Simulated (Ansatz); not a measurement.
Input:

```
CELL_PARAMETERS angstrom
      3.15825     0.00000     0.00000
      1.57912     2.73512     0.00000
      1.57912    -0.91171     6.21522
ATOMIC_POSITIONS crystal
  Mo 0.99999 0.00000 0.00001
  S  0.49935 0.75033 0.25098
  S  0.83406 0.58297 0.74891
```

No spin polarisation.

Method: r2SCAN+rVV10 (Ansatz, a program for electronic structure, PAW, no spin-orbit coupling), earlier PAW set. k-mesh 12×12×12 (Γ-centred); smearing 0.05 eV (Fermi–Dirac).

**Question.** Estimate the hole mass.

**Answer.** 0.81 mₑ along k, 0.74 mₑ across (at T).

**Question.** What is the computed width of the top valence band?

**Answer.** 1.79 eV.

**Question.** What is the computed mean in-plane stress (compression positive)?

**Answer.** +1.6 GPa.

The levels and masses belong to the bands next to the band gap. The cells carry an imposed strain or load. Effective masses come from finite differences of ±0.01 Å⁻¹. Along k means along the line from Γ to the band edge. Whether these cells are dynamically stable was not tested. The cell was made from MoS$_{2}$ in the 3R-MoS2 type structure (space group R3m, No. 160; layered, stacked along the Cartesian z axis) by this change: biaxial strain −0.54 %, plane normal [001], relaxed out of plane.
